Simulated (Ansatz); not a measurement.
Where the default PAW files enter, the runs use the earlier of Ansatz's two default sets.

By PBEsol, the system below comes out a metal.

The ballistic (Sharvin) conductance counts the channels at the Fermi level: G/A = (e²/h) × channels of both spins per area.

Given:

```
CELL_PARAMETERS angstrom
      4.58723     0.00000     0.00000
     -2.29362     3.97266     0.00000
      2.29362     1.32422     0.93636
ATOMIC_POSITIONS crystal
  Ta 0.00000 0.00000 0.00000
```

Space group of this cell: Im-3m, bcc (W type). The cell is strained (all lengths scaled by 0.98); by PBEsol its mean pressure is 7.7 GPa.

The current flows along the normal of the first two printed cell vectors, the (111) plane of the conventional cell. No spin-orbit coupling; the value is a mean over 0.1 eV about the Fermi level.

Question: Predict the ballistic conductance per area from PBEsol run with Ansatz (an electronic-structure program).

Answer: 1.9 × 10¹⁵ S/m² for both spins.
